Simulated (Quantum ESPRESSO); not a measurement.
A user runs Quantum ESPRESSO on Zr3ZnN (Cmcm, 10 atoms in the cell) and asks whether the run is sound. The aim is a self-consistent single point with DFT, LDA (PZ), plane waves, PSlibrary PAW (LDA) pseudopotentials.

Input:

```fortran
&CONTROL
 calculation = 'scf'
 prefix = 'Zr3ZnN'
 outdir = './work'
 pseudo_dir = './'
 verbosity = 'high'
 tprnfor = .true.
 tstress = .true.
/
&SYSTEM
 ibrav = 0
 nat = 10
 ntyp = 3
 ecutwfc = 55
 ecutrho = 385
 occupations = 'smearing'
 smearing = 'fd'
 degauss = 0.0036749
/
&ELECTRONS
 conv_thr = 1.0e-11
 mixing_beta = 0.7
/
ATOMIC_SPECIES
Zr    91.2240  Zr.pz-spn-kjpaw_psl.1.0.0.UPF
Zn    65.3800  Zn.pz-dn-kjpaw_psl.1.0.0.UPF
N     14.0070  N.pz-n-kjpaw_psl.1.0.0.UPF
ATOMIC_POSITIONS {bohr}
Zr    3.1694203103   -2.7423831981    9.2230696338
Zr    3.1694203103    2.7423831981    7.5748570660
Zr    3.1694203103    2.7423831981    0.8241062839
Zr    3.1694203103   -2.7423831981   15.9738204160
Zr    3.1694203103   -9.7630664899   12.5984450249
Zr    3.1694203103    9.7630664899    4.1994816750
Zn    3.1694203103    5.3098407190   12.5984450249
Zn    3.1694203103   -5.3098407190    4.1994816750
N     0.0000000000    0.0000000000    8.3989633499
N     0.0000000000    0.0000000000    0.0000000000
K_POINTS {automatic}
1 1 1  0 0 0
CELL_PARAMETERS {angstrom}
   1.6771850000    -5.7423500000     0.0000000000
   1.6771850000     5.7423500000     0.0000000000
   0.0000000000     0.0000000000     8.8890800000
```

Output (repeated stretches shortened):

```
     file Zr.pz-spn-kjpaw_psl.1.0.0.UPF: wavefunction(s)  4S 4P renormalized
     file Zn.pz-dn-kjpaw_psl.1.0.0.UPF: wavefunction(s)  4S 3D renormalized
     file N.pz-n-kjpaw_psl.1.0.0.UPF: wavefunction(s)  2S 2P renormalized
     Message from routine setup:
   [... lines left out ...]
         2        Zr     tau(   2) = (  0.3736400  0.6263600  0.4509400  )
         3        Zr     tau(   3) = (  0.3736400  0.6263600  0.0490600  )
         4        Zr     tau(   4) = (  0.6263600  0.3736400  0.9509400  )
         5        Zr     tau(   5) = (  0.9498500  0.0501500  0.7500000  )
         6        Zr     tau(   6) = (  0.0501500  0.9498500  0.2500000  )
         7        Zn     tau(   7) = (  0.2553400  0.7446600  0.7500000  )
         8        Zn     tau(   8) = (  0.7446600  0.2553400  0.2500000  )
         9        N      tau(   9) = (  0.0000000  0.0000000  0.5000000  )
        10        N      tau(  10) = (  0.0000000  0.0000000  0.0000000  )

     number of k points=     1  Fermi-Dirac smearing, width (Ry)=  0.0037
                       cart. coord. in units 2pi/alat
        k(    1) = (   0.0000000   0.0000000   0.0000000), wk =   2.0000000

     Dense  grid:   147297 G-vectors     FFT dimensions: (  72,  72, 108)

     Smooth grid:    63639 G-vectors     FFT dimensions: (  54,  54,  80)

     Initial potential from superposition of free atoms

     starting charge     105.9839, renormalised to     106.0000
     Self-consistent Calculation

     iteration #  1     ecut=    55.00 Ry     beta= 0.70

---- Real-time Memory Report at c_bands before calling an iterative solver
           545 MiB given to the printing process from OS
           146 MiB allocation reported by mallinfo(arena+hblkhd)
------------------

     total energy              =   -2326.97195598 Ry
     estimated scf accuracy    <       1.70312406 Ry

     iteration #  2     ecut=    55.00 Ry     beta= 0.70

---- Real-time Memory Report at c_bands before calling an iterative solver
   [... lines left out ...]

---- Real-time Memory Report at c_bands before calling an iterative solver
           612 MiB given to the printing process from OS
           198 MiB allocation reported by mallinfo(arena+hblkhd)
------------------

     total energy              =   -2327.94265123 Ry
     estimated scf accuracy    <          1.4E-10 Ry

     iteration # 16     ecut=    55.00 Ry     beta= 0.70

---- Real-time Memory Report at c_bands before calling an iterative solver
           612 MiB given to the printing process from OS
           198 MiB allocation reported by mallinfo(arena+hblkhd)
------------------
     End of self-consistent calculation

     the Fermi energy is    14.5645 ev

!    total energy              =   -2327.94265123 Ry
     estimated scf accuracy    <          7.2E-12 Ry
     smearing contrib. (-TS)   =      -0.01264156 Ry
     internal energy E=F+TS    =   -2327.93000967 Ry

      -> PAW hartree energy AE =     580.58398176 Ry
      -> PAW hartree energy PS =    -577.03891680 Ry
      -> PAW xc energy AE      =   -1610.84215363 Ry
      -> PAW xc energy PS      =     198.21358635 Ry
      -> total E_H with PAW    =     186.18307174 Ry
      -> total E_XC with PAW   =   -1624.44950931 Ry

     convergence has been achieved in  16 iterations

     Forces acting on atoms (cartesian axes, Ry/au):

   [... lines left out ...]

     Total force =     0.324431     Total SCF correction =     0.000001

          total   stress  (Ry/bohr**3)                   (kbar)     P=      -30.39
  -0.00133512   0.00000000   0.00000000         -196.40        0.00        0.00
  -0.00000000   0.00008681   0.00000000           -0.00       12.77        0.00
   0.00000000   0.00000000   0.00062850            0.00        0.00       92.46

   JOB DONE.
```

Is anything amiss in this input, and did it matter?

The run is not sound. The fault is a single k-point for a small metallic cell. One k-point cannot sample the Fermi surface of a small cell. To fix it, use a converged k-point mesh. The run converged in 16 iterations without an error; against the sound input the free energy goes up by 143 meV/atom, the pressure goes from -8.22 to -3.04 GPa and the largest force goes from 0.291 to 3.938 eV/Å.

The sound input it was made from differs as follows (other fixes are possible):
```diff
-1 1 1  0 0 0
+8 8 2  0 0 0
```

With that input, the run converged in 16 iterations: free energy E − TS -31674.7074 eV; Fermi level (on the code's own zero) 13.92 eV; pressure -8.22 GPa; largest force (vector length) 0.291 eV/Å (DFT, LDA (PZ), plane waves, PSlibrary PAW (LDA) pseudopotentials).

On the sound input: the starting cell comes from a database of computed structures (which also holds hypothetical and non-ambient phases and stackings), without a prior relaxation at this level. With a pressure of about -8 GPa the cell is away from its equilibrium volume at this level. Without a gap this mesh is coarse (it stands for a supercell whose shortest vector is 18 Å).
